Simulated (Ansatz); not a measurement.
A computed series for Ir: response to strain

Consider Ir in the fcc (Cu type) structure (space group Fm-3m, No. 225).

```
CELL_PARAMETERS angstrom
      0.00000     1.92221     1.92221
      1.92221     0.00000     1.92221
      1.92221     1.92221     0.00000
ATOMIC_POSITIONS crystal
  Ir 0.00000 0.00000 0.00000
```

Cartesian axes are those of the cell as printed.

Strains are applied to the cell and any free atomic positions relax; under biaxial strain the out-of-plane vector relaxes too; under stress the whole cell relaxes.

Level of theory: DFT with r2SCAN, PAW potentials and a 500 eV plane-wave cutoff in Ansatz (a first-principles code), scalar-relativistic without spin-orbit coupling.

Notes on the quantities. energy relative to the base: free energy F; pressure: mean of the normal stresses, compression positive.

```json
[
 {"variant": "base", "energy relative to the base": "0 meV/atom", "space group": "Fm-3m (No. 225)", "pressure": "0.0 GPa", "shortest interatomic distance": "2.718 Å"},
 {"variant": "biaxial strain −1.12 %, plane normal [001], relaxed out of plane", "energy relative to the base": "(withheld)", "space group": "I4/mmm (No. 139)", "pressure": "5.5 GPa", "shortest interatomic distance": "2.688 Å"},
 {"variant": "biaxial strain +1.70 %, plane normal [001], relaxed out of plane", "energy relative to the base": "+17 meV/atom", "space group": "I4/mmm (No. 139)", "pressure": "-7.2 GPa", "shortest interatomic distance": "(withheld)"},
 {"variant": "biaxial strain +3.81 %, plane normal [001], relaxed out of plane", "energy relative to the base": "+79 meV/atom", "space group": "I4/mmm (No. 139)", "pressure": "(withheld)", "shortest interatomic distance": "(withheld)"},
 {"variant": "biaxial strain −0.29 %, plane normal [110], relaxed out of plane", "energy relative to the base": "+0.6 meV/atom", "space group": "Immm (No. 71)", "pressure": "1.6 GPa", "shortest interatomic distance": "2.711 Å"},
 {"variant": "biaxial strain +2.33 %, plane normal [110], relaxed out of plane", "energy relative to the base": "+36 meV/atom", "space group": "Immm (No. 71)", "pressure": "-11.2 GPa", "shortest interatomic distance": "2.686 Å"},
 {"variant": "biaxial strain −4.34 %, plane normal [111], relaxed out of plane", "energy relative to the base": "+165 meV/atom", "space group": "R-3m (No. 166)", "pressure": "32.0 GPa", "shortest interatomic distance": "2.600 Å"},
 {"variant": "isotropic strain −2.84 %", "energy relative to the base": "+136 meV/atom", "space group": "Fm-3m (No. 225)", "pressure": "40.5 GPa", "shortest interatomic distance": "2.641 Å"},
 {"variant": "uniaxial strain ε_zz = +0.15 %", "energy relative to the base": "+0.1 meV/atom", "space group": "I4/mmm (No. 139)", "pressure": "-0.6 GPa", "shortest interatomic distance": "2.718 Å"},
 {"variant": "uniaxial stress, 1 GPa compression along x", "energy relative to the base": "+0.1 meV/atom", "space group": "I4/mmm (No. 139)", "pressure": "–", "shortest interatomic distance": "2.716 Å"}
]
```

Q: Some entries are withheld; estimate them.

A: 
- biaxial strain −1.12 %, plane normal [001], relaxed out of plane, energy relative to the base: +8.0 meV/atom
- biaxial strain +1.70 %, plane normal [001], relaxed out of plane, shortest interatomic distance: 2.724 Å
- biaxial strain +3.81 %, plane normal [001], relaxed out of plane, pressure: -14.4 GPa
- biaxial strain +3.81 %, plane normal [001], relaxed out of plane, shortest interatomic distance: 2.732 Å

A biaxial case was relaxed in a doubled cell and then solved in the primitive one. Without a gap, meshes like the base's 21×21×21 leave anisotropic stresses uncertain by several tenths of a GPa, and small strain energies with them. Stability under load was not tested beyond the relaxation. The final runs are not spin-polarised.
